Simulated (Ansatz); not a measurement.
Band structure of InSe (P6_3/mmc, 8 atoms in the cell).

```yaml
crystal:
  lattice:
    - [3.99242, 0.00000, 0.00000]
    - [-1.99621, 3.45754, 0.00000]
    - [0.00000, 0.00000, 17.21581]
  atoms:
    - { symbol: In, position: [0.33333, 0.66667, 0.33030] }
    - { symbol: In, position: [0.66667, 0.33333, 0.66970] }
    - { symbol: In, position: [0.66667, 0.33333, 0.83030] }
    - { symbol: In, position: [0.33333, 0.66667, 0.16970] }
    - { symbol: Se, position: [0.33333, 0.66667, 0.59732] }
    - { symbol: Se, position: [0.66667, 0.33333, 0.40268] }
    - { symbol: Se, position: [0.66667, 0.33333, 0.09732] }
    - { symbol: Se, position: [0.33333, 0.66667, 0.90268] }
```

Level of theory: PBE, PAW files (plane waves; Ansatz, a first-principles code).

Settings: kpoints.mp_grid.grid = 5 5 1; hamiltonian.xc = pbe; hamiltonian.pseudopotentials = {kind: paw} (an earlier, softer set of the program's PAW files); scf.occupations.method = fermi_dirac; scf.occupations.width = 0.01 eV; kpoints.band_path.npoints = 8.

The starting cell comes from a database of computed structures (which also holds hypothetical and non-ambient phases and stackings), without a prior relaxation at this level. Its lattice was rescaled by a random factor within 2.5 % of one.

Q: Predict the gap along the standard path and the places of the band edges.

A: The gap along the path is 0.63 eV, direct at Γ to within 0.01 eV.

Levels in eV from the top of the valence band on the path, bands 55 to 62:
```tsv
point	55	56	57	58	59	60	61	62
Γ	-1.17	-1.08	-1.08	0.00	0.63	1.65	2.21	2.24
M	-2.08	-2.04	-1.86	-1.38	1.41	1.46	1.94	2.08
K	-2.03	-2.03	-1.68	-1.68	1.73	2.16	2.71	2.71
A	-1.11	-1.11	-0.75	-0.75	1.27	1.27	2.22	2.22
L	-2.10	-2.10	-1.62	-1.62	1.63	1.63	1.79	1.79
H	-2.19	-2.19	-1.58	-1.58	1.92	1.92	2.60	2.60
```

Keys are those of Ansatz 0.2.
